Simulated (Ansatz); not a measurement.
Functionals compared on a constructed model of the (100) surface of fcc Ir, a pseudomorphic layer of Cr in the host's stacking (bottom of the slab: a bare face, its two planes held), in Ansatz (plane waves, PAW). The structure was relaxed with PBE; the other rows are single points on it. Cutoff 420 eV.

Set-up: 7 atoms, 11.9 Å thick at the start; mesh 14x14x1; 0.1 eV smearing; dipole correction on; 2 atoms held, the rest relaxed; start symmetry kept, larger cells not searched; spin-polarised, ending with about 3.4 μB a cell; orders that need a larger cell were not tried, no spin-orbit, no U. It is one candidate, not shown to be the stable structure of the face. These notes are the PBE run's.

| functional | work function of the top face (eV) | magnetic moment of the cell (μB) | rough cost of the single point |
|---|---|---|---|
| PBE | 3.90 | 3.36 | – |
| RPBE | 3.77 | 3.46 | roughly 80 core-seconds |

Ansatz is an electronic-structure program.
